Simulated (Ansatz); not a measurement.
Functionals compared on the (33-62) surface of hcp Be in its 1x1 cell, outermost plane spacing 0.37 Å in the ideal cut, in Ansatz (plane waves, PAW). The structure was relaxed with PBE; the other rows are single points on it. Cutoff 420 eV (500 eV for r2SCAN).

Set-up: 58 atoms, 10.3 Å thick at the start (thin: gaps and levels are the slab's own); mesh 10x4x1; 0.1 eV smearing; dipole correction on; all atoms relaxed; held to the start's symmetry, so lower structures may exist; no spin, no spin-orbit, no U. These notes are the PBE run's.

| functional | work function of the top face (eV) | rough cost of the single point |
|---|---|---|
| PBE | 4.27 | – |
| LDA | ___ | very roughly 4 core-minutes |
| PBEsol | 4.32 | roughly 5 core-minutes |
| RPBE | 4.19 | very roughly 4 core-minutes |
| r2SCAN | 4.25 | roughly 8 core-minutes |

Q: Fill in the missing entries.

A: 
- LDA, work function of the top face (eV): 4.44

Ansatz is a first-principles code.
